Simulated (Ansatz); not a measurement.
Formation energy of the bound charge states of Ga vacancy + 2 H in wurtzite GaN (start: the Ga site; 2 H on the vacancy's neighbours; 96-site cell, 2×2×2 shifted sampling) against the Fermi level, Ga-rich (Δμ(Ga) = 0.00 eV, Δμ(H) = -0.041 eV, bounded by NH3 molecule; only phases computed here count, gases as isolated molecules at 0 K). All values below come from PBE, PAW (plane waves to 420 eV; Ansatz, a program for electronic structure).

Set-up: 96-site cell; 2×2×2 shifted k-points; host gap 1.71 eV; charged states image-corrected; finite-size errors of tenths of an eV; flagged in the runs: a host whose relaxation on this sampling wasn't shown to rest.

Left out: charge +1 (carrier in host band states).

```json
[
 {"E_F − E_VBM (eV)": "0.00", "q = 0": "2.45", "q = −1": "3.06"},
 {"E_F − E_VBM (eV)": "0.21", "q = 0": "2.45", "q = −1": "2.84"},
 {"E_F − E_VBM (eV)": "0.43", "q = 0": "2.45", "q = −1": "2.63"},
 {"E_F − E_VBM (eV)": "0.64", "q = 0": "2.45", "q = −1": "2.41"},
 {"E_F − E_VBM (eV)": "0.86", "q = 0": "2.45", "q = −1": "2.20"},
 {"E_F − E_VBM (eV)": "1.07", "q = 0": "2.45", "q = −1": "1.99"},
 {"E_F − E_VBM (eV)": "1.28", "q = 0": "2.45", "q = −1": "1.77"},
 {"E_F − E_VBM (eV)": "1.50", "q = 0": "2.45", "q = −1": "1.56"},
 {"E_F − E_VBM (eV)": "1.71", "q = 0": "2.45", "q = −1": "1.35"}
]
```

Crossings of the lowest lines: (0/−1) at 0.60 eV.
